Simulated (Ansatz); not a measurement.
Functionals compared on the (10-11) surface of hexagonal WC in its 1x1 cell (cut with top plane W, bottom plane C), outermost plane spacing 0.32 Å in the ideal cut, in Ansatz (plane waves, PAW). The structure was relaxed with PBE; the other rows are single points on it, each with its references at the same level. Cutoff 420 eV (500 eV for r2SCAN). The surface energy is the mean of two unlike faces.

Set-up: 12 atoms, C6W6, 9.8 Å thick at the start (thin: gaps and levels are the slab's own); mesh 14x10x1; 0.1 eV smearing; dipole correction on; all atoms relaxed; held to the part of the start's symmetry that mesh and held atoms allow; no spin, no spin-orbit, no U. These notes are the PBE run's.

```
functional  surface energy (J/m²)  work function of the top face (eV)          rough cost of the single point
----------  ---------------------  ----------------------------------  --------------------------------------
PBE                          3.80                                4.05                                       –
LDA                          4.41                                4.37  about 70 core-seconds (a rough figure)
PBEsol                       4.22                                4.15            very roughly 70 core-seconds
RPBE                          ___                                 ___          around 80 core-seconds (rough)
r2SCAN                       4.06                                4.09                roughly 2.5 core-minutes
```

Task: Fill in the missing entries.

Result: 
- RPBE, surface energy (J/m²): 3.55
- RPBE, work function of the top face (eV): 3.89

Ansatz is a program for electronic structure.
